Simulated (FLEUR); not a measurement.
Band structure of W (Im-3m, 1 atom in the cell).

```xyz
1
Lattice="-1.5777 1.5777 1.5777 1.5777 -1.5777 1.5777 1.5777 1.5777 -1.5777" Properties=species:S:1:pos:R:3 pbc="T T T"
W      0.0000     0.0000     0.0000
```

Computed with PBE, all-electron FLAPW (FLEUR), scalar-relativistic valence in FLEUR.

Settings: Kmax = 4.2 1/bohr; GmaxXC = 16.8 1/bohr; xcFunctional = pbe; jspins = 1; l_soc = F; mode = hist; fermiSmearingEnergy = 0.00999582 Htr; mesh (inpgen div1-3) = 19 19 19; inpgen gamma flag = false; Gmax = 16.8 1/bohr; numbands = 0; maxIterBroyd = 15; imix = Anderson; alpha = 0.05.

The starting cell comes from a database of computed structures (which also holds hypothetical and non-ambient phases and stackings), without a prior relaxation at this level. Its lattice was rescaled by a random factor within 2.5 % of one. Spin-orbit coupling is off. Spin polarisation is off. Values depend on the basis (sphere radii, cutoffs, local orbitals), which need not be converged.

Levels in eV from the Fermi level, bands 4 to 11:
```json
[
 {"point": "Γ", "4": "-37.66", "5": "-9.67", "6": "-1.24", "7": "-1.24", "8": "-1.24", "9": "2.29", "10": "2.29", "11": "14.53"},
 {"point": "H", "4": "-38.59", "5": "-5.90", "6": "-5.90", "7": "5.26", "8": "5.26", "9": "5.26", "10": "8.34", "11": "8.34"},
 {"point": "N", "4": "-37.66", "5": "-6.32", "6": "-3.60", "7": "0.74", "8": "2.19", "9": "3.19", "10": "6.28", "11": "11.34"},
 {"point": "P", "4": "-38.33", "5": "-2.97", "6": "-2.97", "7": "-2.97", "8": "3.37", "9": "3.37", "10": "6.74", "11": "12.46"}
]
```
